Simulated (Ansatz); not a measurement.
## How far PBE and PBEsol part for Cu, isotropic strain +3.89 %

Consider Cu in the fcc (Cu type) structure (space group Fm-3m, No. 225; a = 3.629 Å; relaxed with 0.1 eV smearing).

(Cell as relaxed with PBE.)

Levels (all Ansatz, a program for electronic structure, PAW, earlier PAW set): PBE (420 eV, no spin-orbit coupling); PBEsol (420 eV, spin-orbit coupling left out).

Each level relaxes its own structure.

```csv
base,PBE,PBEsol
volume per atom,11.95 Å³,11.31 Å³
lattice parameter a,3.629 Å,3.563 Å
band gap,zero,zero
```

Modification: every lattice vector is stretched by 3.89 %, atoms relaxed at fixed cell.

| quantity | PBE | PBEsol |
|---|---|---|
| energy relative to the base (free energy F) | +61 meV/atom | +69 meV/atom |
| pressure | -12.1 GPa | -14.4 GPa |

PBE's energy relative to the base lies 8.1 meV/atom below PBEsol's; PBE's pressure lies 2.36 GPa above PBEsol's. Neither level is exact; PBEsol is the comparison here, not a measurement.

No phonon test of stability was made. All final runs are without spin polarisation.
